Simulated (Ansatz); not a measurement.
This concerns the energy of the reaction as written. Reaction: cell B → cell A. The sign is products less reactants.

Cell A: a sheet of composition Ir2, 2 atoms, hexagonal cell of 4.08 Å (14.4 Å²), symmetry P6/mmm, 0.0 Å thick under 16 Å of vacuum, in-plane vectors relaxed; planes from bottom to top: Ir2, all atoms in one plane; a model cell; spin state with PBE: no moments, k-point mesh 18×18×1.
```
Ir
1.0
    4.07512     0.00000     0.00000
   -2.03756     3.52916     0.00000
    0.00000     0.00000    16.00000
Ir
2
Cartesian
  0.00000   2.35277   8.00000
  2.03756   1.17639   8.00000
```

Cell B: a sheet of composition Ir2, 2 atoms, hexagonal cell of 3.90 Å (13.1 Å²), symmetry P-3m1, 0.7 Å thick under 16 Å of vacuum, in-plane vectors relaxed; planes from bottom to top: Ir × 2; a model cell; spin state with PBE: no moments, k-point mesh 18×18×1.
```
Ir
1.0
    3.89612     0.00000     0.00000
   -1.94806     3.37414     0.00000
    0.00000     0.00000    16.85532
Ir
2
Direct
  0.33333   0.66667   0.52005
  0.66667   0.33333   0.47995
```

Computed with Ansatz (plane waves, PAW), its PAW set soft_1, cutoff 420 eV, 500 eV for r2SCAN. The structures are at rest with PBE; other levels are single points on them. Neutral cells; Fermi-Dirac smearing of at most 0.10 eV in the solids, energies taken to zero width. The lattices are those relaxed with PBE, so at other levels the solids can be strained, which adds to the spread. A dispersion term (D3(BJ), or D4 for r2SCAN) was computed beside these levels and is taken off wherever the name lacks it. No zero-point or thermal terms. Spin-orbit coupling is left out. The state moves with the level: A has a net moment of 0.3 μB with r2SCAN and 0.0 μB with PBE. The cells' k-point meshes differ in density, so the last digit is unsettled. Cell A has symmetry P6/mmm and got no random move, so less symmetric positions, which may lie lower, weren't tried. Cell B has symmetry P-3m1 and got no random move, so less symmetric positions, which may lie lower, weren't tried.

Estimate the value that PBE returns for this input.

0.82 eV, for cell B → cell A.

What do the other levels give, and how wide is the spread?


```tsv
Method	value (eV)	less PBE
r2SCAN	0.93	0.11
```

The levels span 0.11 eV, from PBE (0.82) to r2SCAN (0.93).

Ansatz is an electronic-structure program.
